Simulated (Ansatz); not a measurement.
# Ti in the hcp (Mg type) structure (space group P6_3/mmc, No. 194)

Space group P6₃/mmc (No. 194); a = b = 2.9009 Å, c = 4.5906 Å, α = β = 90.00°, γ = 120.00°

```tsv
atom	site	symmetry	x	y	z
Ti	2d	-6m2	0.6667	0.3333	0.2500
```

Level of theory: PBEsol (Ansatz, a program for electronic structure, PAW, no spin-orbit coupling). Γ-centred 18×18×10 mesh, Fermi–Dirac width 0.05 eV.

The volume per atom comes out as 16.73 Å³ and the density is 4.75 g/cm³. The band gap is zero and the total energy is -2473.897 eV/atom (σ→0; compares only within this code and set-up).

Stability against distortions was not tested. All final runs are without spin polarisation.
